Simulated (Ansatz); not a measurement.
# A computed series for hypothetical anti-perovskite Mn3SiN: response to strain

The parent structure is Mn3SiN in the anti-perovskite structure (space group Pm-3m, No. 221; a = 3.677 Å; ferromagnetic; a hypothetical phase, not in the database extracts checked). Axes: x, y, z lie along the cube axes.

Strains are applied to the cell and any free atomic positions relax; under biaxial strain the out-of-plane vector relaxes too.

Level of theory: Ansatz (an electronic-structure program), PBEsol, PAW, cutoff 420 eV, scalar-relativistic without spin-orbit coupling.

Notes on the quantities. energy relative to the base: free energy F; pressure: mean of the normal stresses, compression positive.

| change | shortest interatomic distance | energy relative to the base | pressure | space group |
|---|---|---|---|---|
| base | 1.838 Å | 0 meV/atom | 0.0 GPa | Pm-3m (No. 221) |
| biaxial strain +3.15 %, plane normal [001], relaxed out of plane | ? | ? | ? | P4/mmm (No. 123) |
| isotropic strain +3.47 % | 1.902 Å | +84 meV/atom | -22.6 GPa | Pm-3m (No. 221) |
| tensor shear ε_xz = −1.41 % | 1.838 Å | +2.3 meV/atom | 0.1 GPa | Cmmm (No. 65) |
| tensor shear ε_xz = −1.45 % | 1.838 Å | +2.5 meV/atom | 0.2 GPa | Cmmm (No. 65) |

Q: Complete the table.

A: 
- biaxial strain +3.15 %, plane normal [001], relaxed out of plane, shortest interatomic distance: 1.812 Å
- biaxial strain +3.15 %, plane normal [001], relaxed out of plane, energy relative to the base: +35 meV/atom
- biaxial strain +3.15 %, plane normal [001], relaxed out of plane, pressure: -11.1 GPa

The magnetic state is the one reached from the starting moments; the real material's order can differ, and small cells can't hold many antiferromagnetic ones. Without a gap, meshes like the base's 13×13×13 leave anisotropic stresses uncertain by several tenths of a GPa, and small strain energies with them. Whether these cells are dynamically stable was not tested.
